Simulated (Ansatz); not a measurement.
The starting structures come from a database of crystals and need not be the phases stable at ambient conditions.

Tunnelling through a barrier is set by its complex band structure: the current falls as exp(−2κd) with the smallest κ.

```yaml
crystal:
  lattice:
    - [7.51563, 0.00000, 0.00000]
    - [0.00000, 7.51563, 0.00000]
    - [3.75782, -3.75782, 5.31435]
  atoms:
    - { symbol: K, position: [0.87500, 0.87500, 0.75000] }
    - { symbol: K, position: [0.87500, 0.37500, 0.25000] }
    - { symbol: K, position: [0.37500, 0.87500, 0.75000] }
    - { symbol: K, position: [0.87500, 0.87500, 0.25000] }
    - { symbol: Sb, position: [0.37500, 0.37500, 0.75000] }
    - { symbol: Sb, position: [0.37500, 0.87500, 0.25000] }
    - { symbol: Sb, position: [0.87500, 0.37500, 0.75000] }
    - { symbol: Sb, position: [0.37500, 0.37500, 0.25000] }
    - { symbol: O, position: [0.05423, 0.44577, 0.89154] }
    - { symbol: O, position: [0.30423, 0.69577, 0.39154] }
    - { symbol: O, position: [0.44577, 0.05423, 0.10846] }
    - { symbol: O, position: [0.69577, 0.30423, 0.60846] }
    - { symbol: O, position: [0.44577, 0.44577, 0.50000] }
    - { symbol: O, position: [0.69577, 0.69577, 0.00000] }
    - { symbol: O, position: [0.05423, 0.05423, 0.50000] }
    - { symbol: O, position: [0.30423, 0.30423, 0.00000] }
    - { symbol: O, position: [0.05423, 0.44577, 0.50000] }
    - { symbol: O, position: [0.30423, 0.69577, 0.00000] }
    - { symbol: O, position: [0.44577, 0.05423, 0.50000] }
    - { symbol: O, position: [0.69577, 0.30423, 0.00000] }
```

Space group of this cell: Fd-3m. The cell is taken as given; by r2SCAN its mean pressure is -5.3 GPa.

Transport runs along the normal of the first two printed cell vectors, the (001) plane of the conventional cell.

The gap is the functional's own, uncorrected, and κ follows it; spin-orbit coupling is left out. Mid-gap values are interpolated between the computed energies.

Problem. Compute, with r2SCAN run with Ansatz (a program for electronic structure), the band gap and the smallest decay constant κ at mid-gap.

Solution. Gap 1.71 eV on a 6×6×6 mesh; κ = 0.210 1/Å, at the zone centre.
